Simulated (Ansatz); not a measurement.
Base system: SiO2 in the rutile structure (space group P4_2/mnm, No. 136; a = 4.195 Å, c = 2.678 Å). Axes: x, y, z lie along a, b, c of the conventional cell.

The values are results of DFT with PBEsol, PAW potentials and a 420 eV plane-wave cutoff in Ansatz (a first-principles code), no spin-orbit coupling, not measurements.

Before the change:

- Band gap: 5.35 eV
- Electron mass: 0.37 mₑ along c, 0.47 mₑ across (at Γ)
- Valence-band top at Γ: 0.00, -0.88, -0.88 eV

Perturbation: tensile biaxial strain of 2.40 % in the plane normal to [001], as in epitaxy on a mismatched substrate; the out-of-plane cell vector and the atoms relax.

Problem. Estimate the effect on the band gap.

Solution. The band gap decreases by 0.357 eV, from 5.35 eV to 5.00 eV.

Problem. How does this affect the electron mass?

Solution. The electron mass changes from 0.37 mₑ along c, 0.47 mₑ across (at Γ) to 0.38 mₑ out of plane, 0.44 mₑ in plane (at Γ).

Problem. What happens to the valence-band top at Γ?

Solution. The valence-band top at Γ (three highest levels, from the VBM) becomes 0.00, -0.84, -0.84 eV (base: 0.00, -0.88, -0.88 eV).

Effective masses come from finite differences of ±0.01 Å⁻¹. Whether these cells are dynamically stable was not tested.
